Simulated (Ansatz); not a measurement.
For TaN (model structure, started from the NbAs type, I4₁md, No. 109, 4 atoms in the cell), PBE-D3(BJ) (plane waves, PAW; Ansatz, a first-principles code) gives:

```
Quantity                    Value
-------------------  ------------
lattice constant a        2.896 Å
lattice parameter c      10.210 Å
cohesive energy      8.27 eV/atom
```

Question: What does r²SCAN in Ansatz (PAW) give for the same quantities?

Answer: 
- lattice constant a: 2.902 Å (increases by 0.2 %)
- lattice parameter c: 10.239 Å (goes up by 0.3 %)
- cohesive energy: 7.67 eV/atom (falls by 0.60 eV/atom)

Changes are worked out from the printed values.

Unless a cell is named, each level is at its own relaxed cell (PBE-D3(BJ) 10.70, r²SCAN 10.78 Å³/atom).

Levels without +SOC leave out spin–orbit coupling, which shifts energies and cells of such heavy elements.

Ansatz's density-functional and Hartree–Fock values are scalar-relativistic unless marked +SOC, with PAW data made under PBE.

A model structure was made by putting elements into a prototype or built by hand; it is no filed structure, need not be a known phase, and can be a saddle point held by its symmetry.
